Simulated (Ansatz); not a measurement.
For GaSb (Immm, No. 71, 2 atoms in the cell; start mp-684664; a measured phase of this formula has another space group), LDA (plane waves, PAW; Ansatz, a first-principles code) gives:

| Property | Result |
|---|---|
| bulk modulus B0 | 66.4 GPa |
| cohesive energy | 3.52 eV/atom |

Q: What does r²SCAN in Ansatz (plane waves, PAW) give for the same quantities?

A: 
- bulk modulus: 59.4 GPa (falls by 11 %)
- cohesive energy: 2.61 eV/atom (decreases by 0.91 eV/atom)

Changes are worked out from the printed values.

Unless a cell is named, each level is at its own relaxed cell (LDA 22.14, r²SCAN 23.29 Å³/atom).

Levels without +SOC leave out spin–orbit coupling, which shifts energies and cells of such heavy elements.

Caveats: the bulk modulus is −V dP/dV from two relaxed cells at ±2 % in volume (LDA, r²SCAN); the relaxation could not lower the start's symmetry, so the cell can be a saddle point above a distorted one (LDA, r²SCAN). Ansatz's density-functional and Hartree–Fock values are scalar-relativistic unless marked +SOC, with PAW data made under PBE.

A start named mp-… is a Materials Project structure, which need not be a measured phase.
